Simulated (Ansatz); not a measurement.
The starting structures come from a database of crystals and need not be the phases stable at ambient conditions.

**Evanescent states of BaPb2BrF5 (P4/nmm, not sure to be the ambient phase, 18 atoms a cell, 19.3 Å³ an atom) along the normal of (100)**

Calculation: r2SCAN (plane waves, PAW; Ansatz, a first-principles code).

The gap is the functional's own. No spin-orbit coupling. Mid-gap values are interpolated on the energy grid.

Energies count from the valence-band top; κ is the least over a 6×4 mesh across the current.

```json
[
 {"E (eV)": "0.09", "κ (1/Å)": "0.135", "where": "off Γ"},
 {"E (eV)": "0.27", "κ (1/Å)": "0.202", "where": "off Γ"},
 {"E (eV)": "0.45", "κ (1/Å)": "0.237", "where": "Γ"},
 {"E (eV)": "0.63", "κ (1/Å)": "0.262", "where": "Γ"},
 {"E (eV)": "0.81", "κ (1/Å)": "0.282", "where": "Γ"},
 {"E (eV)": "0.99", "κ (1/Å)": "0.297", "where": "Γ"},
 {"E (eV)": "1.17", "κ (1/Å)": "0.309", "where": "Γ"},
 {"E (eV)": "1.35", "κ (1/Å)": "0.318", "where": "Γ"},
 {"E (eV)": "1.53", "κ (1/Å)": "0.325", "where": "Γ"},
 {"E (eV)": "1.71", "κ (1/Å)": "0.329", "where": "Γ"},
 {"E (eV)": "1.89", "κ (1/Å)": "0.332", "where": "Γ"},
 {"E (eV)": "2.07", "κ (1/Å)": "0.334", "where": "Γ"},
 {"E (eV)": "2.25", "κ (1/Å)": "0.333", "where": "Γ"},
 {"E (eV)": "2.43", "κ (1/Å)": "0.330", "where": "off Γ"},
 {"E (eV)": "2.61", "κ (1/Å)": "0.325", "where": "off Γ"},
 {"E (eV)": "2.79", "κ (1/Å)": "0.317", "where": "off Γ"},
 {"E (eV)": "2.97", "κ (1/Å)": "0.306", "where": "off Γ"},
 {"E (eV)": "3.15", "κ (1/Å)": "0.293", "where": "Γ"},
 {"E (eV)": "3.33", "κ (1/Å)": "0.267", "where": "Γ"},
 {"E (eV)": "3.51", "κ (1/Å)": "0.191", "where": "Γ"},
 {"E (eV)": "3.69", "κ (1/Å)": "0.105", "where": "Γ"}
]
```

Problem. How thick must the barrier be to attenuate the transmission by 10^6 when the electrodes' Fermi level lies at 2.43 eV, and what attenuation does that film give at 2.25 eV?

Solution. d = 6 ln 10 / (2 × 0.330) = 20.9 Å. At 2.25 eV it gives 6 × 0.333/0.330 = 6.1 decades.
